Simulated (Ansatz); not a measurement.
**How a calculation on Cs3Y2Cl9 (P1, 28 atoms in the cell) responds to its settings**

```xyz
28
Lattice="6.5535 3.7837 6.1110 -6.5535 3.7837 6.1110 0.0000 -7.5673 6.1110" Properties=species:S:1:pos:R:3 pbc="T T T"
Cs    -2.1390    -3.7774     7.6280
Cs     4.3210     0.0648     7.6259
Cs    -2.1936     3.7369     7.6328
Cs     2.0846     3.7436    10.7195
Cs    -4.3143    -0.0615    10.7248
Cs     2.1980    -3.7282    10.6953
Y      0.0140    -0.0006    11.8647
Y     -0.0174     0.0171    15.6466
Y     -0.0056    -0.0265     6.4938
Y     -0.0236    -0.0108     2.7072
Cl    -0.9786     1.7406     4.5615
Cl    -1.0015    -1.7383     4.5652
Cl     1.9945     0.0228     4.6098
Cl     1.0182    -1.7442    13.7616
Cl     0.9798     1.7063    13.7389
Cl    -2.0013     0.0165    13.7150
Cl    -1.0680    -2.0356    10.7460
Cl     2.2918     0.0588    10.7530
Cl    -1.2332     1.9725    10.7481
Cl    -1.2034     5.6293    10.6656
Cl     5.4776    -1.7559    10.6138
Cl    -4.2713    -3.8665    10.6833
Cl     1.0813     2.0408     7.5874
Cl    -2.2813    -0.0824     7.5677
Cl     1.2549    -1.9424     7.5742
Cl     1.1669    -5.5900     7.6806
Cl    -5.4716     1.7641     7.6563
Cl     4.3211     3.8458     7.6954
```

Base run A: revPBE, default PAW files made with PBE run with Ansatz (a quantum-chemistry and plane-wave program), self-consistent single point.

Its settings: basis.ecutwfc = 30.9 Ry; kpoints.mp_grid.grid = 2 2 2; hamiltonian.xc = revpbe; hamiltonian.pseudopotentials = {kind: paw} (the program's default PAW files); scf.occupations.method = gaussian; scf.occupations.width = 0.0147 Ry.

The starting cell comes from a database of published, mostly measured structures (it also holds non-ambient and calculated ones), without a prior relaxation at this level. Its atoms were displaced at random from the sites of space group no. 167. Ansatz's pressure includes its estimate of the finite-basis (Pulay) stress.

ΔF is the free energy per atom less that of run A. 

Run A gave: pressure (GPa) 2.28; largest force (eV/Å) 0.705; gap on the mesh (eV) 4.920; iterations 7.

Runs:
- B: scf.mixing.algorithm, scf.mixing.beta = broyden, 0.02
- C: scf.mixing.algorithm, scf.mixing.beta = broyden, 0.05
- D: scf.mixing.algorithm, scf.mixing.beta = broyden, 0.1
- E: scf.mixing.algorithm, scf.mixing.beta = broyden, 0.2
- F: scf.mixing.algorithm, scf.mixing.beta = broyden, 0.3
- G: scf.mixing.algorithm, scf.mixing.beta = broyden, 0.5
- H: scf.mixing.algorithm, scf.mixing.beta = broyden, 0.7
- I: scf.mixing.algorithm, scf.mixing.beta = broyden, 0.9
- J: scf.mixing.algorithm, scf.mixing.beta = broyden, 1

### Question
Which runs reach the base run's state, and which is quickest in iterations?

### Answer
Runs B, C, D, E, F, G, H, I, J reached the same state as A (within 1 meV/atom). The fewest iterations to that state were 7 (A, H, I, J); the most were 13.

| run | ΔF (meV/atom) | pressure (GPa) | largest force (eV/Å) | gap on the mesh (eV) | iterations |
|---|---|---|---|---|---|
| A | 0.00 | 2.28 | 0.705 | 4.920 | 7 |
| B | 0.00 | 2.28 | 0.705 | 4.920 | 13 |
| C | 0.00 | 2.28 | 0.705 | 4.920 | 12 |
| D | 0.00 | 2.28 | 0.705 | 4.920 | 11 |
| E | 0.00 | 2.28 | 0.705 | 4.920 | 10 |
| F | 0.00 | 2.28 | 0.705 | 4.920 | 9 |
| G | 0.00 | 2.28 | 0.705 | 4.920 | 8 |
| H | 0.00 | 2.28 | 0.705 | 4.920 | 7 |
| I | 0.00 | 2.28 | 0.705 | 4.920 | 7 |
| J | 0.00 | 2.28 | 0.705 | 4.920 | 7 |

Keys are those of Ansatz 0.2.
